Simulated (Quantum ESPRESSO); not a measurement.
## Effort and miss along a sweep of ecutwfc: CdSe (P6_3mc, 12 atoms in the cell)

Cell: a = 4.3781 Å, b = 4.3781 Å, c = 21.4833 Å, α = 90.00°, β = 90.00°, γ = 120.00°.

Method: LDA (PZ), GBRV 1.5 ultrasoft (LDA) pseudopotentials (plane waves; Quantum ESPRESSO).

Base settings: ecutwfc = 40 Ry; ecutrho = 200 Ry; occupations = smearing; smearing = methfessel-paxton; degauss = 0.0036749 Ry; potentials = {Cd: cd_lda_v1.uspp.F.UPF, Se: se_lda_v1.uspp.F.UPF}; K_POINTS = automatic 4 4 1 0 0 0; conv_thr = 1e-09 Ry; mixing_beta = 0.5.

Misses are taken against the tightest run, 80 Ry (ecutrho: 200 Ry → 400 Ry), which need not be fully converged itself. The energy is the free energy per atom.

The count of work is k-points × plane waves × bands × iterations; it is no time, and leaves out set-up, grids and terms that scale otherwise. Core times come from one kind of shared machine and are given to one figure; runs under 30 s give none.

The starting cell was generated: these elements placed on a structure prototype, without a prior relaxation; it need not be a known phase or ordering of this composition. Its lattice was rescaled by a random factor within 2.5 % of one. In the base run, with a pressure of about -4 GPa the cell is away from its equilibrium volume at this level.

```csv
ecutwfc,energy less reference (meV/atom),pressure less reference (GPa),largest difference in the force on any atom (eV/Å),count of work / reference,core time / reference (rough)
16 Ry (ecutrho: 200 Ry → 80 Ry),6815.51,-170.68,0.062,0.090,–
20 Ry (ecutrho: 200 Ry → 100 Ry),1108.39,-38.46,0.003,0.11,–
24 Ry (ecutrho: 200 Ry → 120 Ry),166.64,-5.73,0.001,0.17,–
28 Ry (ecutrho: 200 Ry → 140 Ry),80.40,-0.02,0.000,0.21,0.2
32 Ry (ecutrho: 200 Ry → 160 Ry),76.62,-0.25,0.000,0.25,0.2
36 Ry (ecutrho: 200 Ry → 180 Ry),60.24,-0.45,0.000,0.30,0.3
40 Ry,48.96,-0.12,0.000,0.35,0.3
46 Ry (ecutrho: 200 Ry → 230 Ry),46.71,0.02,0.000,0.44,0.4
52 Ry (ecutrho: 200 Ry → 260 Ry),38.39,-0.39,0.000,0.53,0.5
60 Ry (ecutrho: 200 Ry → 300 Ry),14.62,-0.50,0.000,0.65,0.6
70 Ry (ecutrho: 200 Ry → 350 Ry),0.99,0.01,0.000,0.82,0.8
80 Ry (ecutrho: 200 Ry → 400 Ry),0.00,0.00,0.000,1.0,1
```

Coarsest setting among those run that, with all tighter ones, holds the energy within 20 meV/atom of the reference: 60 Ry (ecutrho: 200 Ry → 300 Ry), off by 15 meV/atom; its saving against the reference is no more than about a factor of 2 in the count of work.

Coarsest setting among those run that, with all tighter ones, holds the energy within 5 meV/atom of the reference: 70 Ry (ecutrho: 200 Ry → 350 Ry), off by 0.99 meV/atom; its saving against the reference is no more than about a factor of 2 in the count of work.

The step from 28 Ry (ecutrho: 200 Ry → 140 Ry) to 60 Ry (ecutrho: 200 Ry → 300 Ry): it takes the miss in the energy from 80 to 15 meV/atom, for 3.1 times the count of work and roughly 3 times the time.
